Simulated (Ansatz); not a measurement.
## Ti (Fm-3m, No. 225, 1 atom in the cell; start COD 1534878; another form than the element's usual one)

Computed with PBEsol in Ansatz (plane waves, PAW).

Numerical settings: plane-wave cutoff 520 eV, 24×24×24 k mesh, Fermi–Dirac smearing 0.05 eV, no spin polarisation, scalar-relativistic PAW data made under PBE.

Cell (relaxed at this level):

```cif
data_Ti4
_chemical_formula_sum 'Ti4'
_space_group_name_H-M_alt 'Fm-3m'
_space_group_IT_number 225
_space_group_name_Hall '-F 4 2 3'
_cell_length_a 4.05604
_cell_length_b 4.05604
_cell_length_c 4.05604
_cell_angle_alpha 90.000
_cell_angle_beta 90.000
_cell_angle_gamma 90.000
loop_
_atom_site_label
_atom_site_type_symbol
_atom_site_symmetry_multiplicity
_atom_site_Wyckoff_symbol
_atom_site_fract_x
_atom_site_fract_y
_atom_site_fract_z
_atom_site_occupancy
Ti1 Ti 4 a 0.00000 0.00000 0.00000 1
```
(The calculation used a cell of 1 atom; values per cell refer to that cell.)

For Ti (Fm-3m, No. 225, 1 atom in the cell; start COD 1534878; another form than the element's usual one), the band gap is none and the bulk modulus is 115 GPa.

Note: the relaxation could not lower the start's symmetry, so the cell can be a saddle point above a distorted one; the bulk modulus is −V dP/dV from two relaxed cells at ±2 % in volume.

Static lattice: no zero-point or thermal effects.

Cost on a shared machine: around 27 core-seconds (rough).

Ansatz is a quantum-chemistry and plane-wave program.
